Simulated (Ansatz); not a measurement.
## How the cohesive energy of cubic perovskite KZnF3 moves with the method

No measured value is used here.

### Question
Put these levels in order of the cohesive energy that they give for cubic perovskite KZnF3, smallest first: HSE06 (Ansatz, an electronic-structure program), Hartree–Fock (Ansatz), r²SCAN (Ansatz).

### Answer
Hartree–Fock (2.78 eV/atom), HSE06 (3.58 eV/atom), r²SCAN (3.83 eV/atom)

Unless a cell is named, each level is at its own relaxed cell (r²SCAN 13.25, HSE06 13.58, Hartree–Fock 13.75 Å³/atom).

HSE06, Hartree–Fock, r²SCAN: the relaxation could not lower the start's symmetry, so the cell can be a saddle point above a distorted one. Each level is taken at its own relaxed cell. Cutoffs and k meshes differ between the levels. Ansatz's density-functional and Hartree–Fock values are scalar-relativistic unless marked +SOC, with PAW data made under PBE.
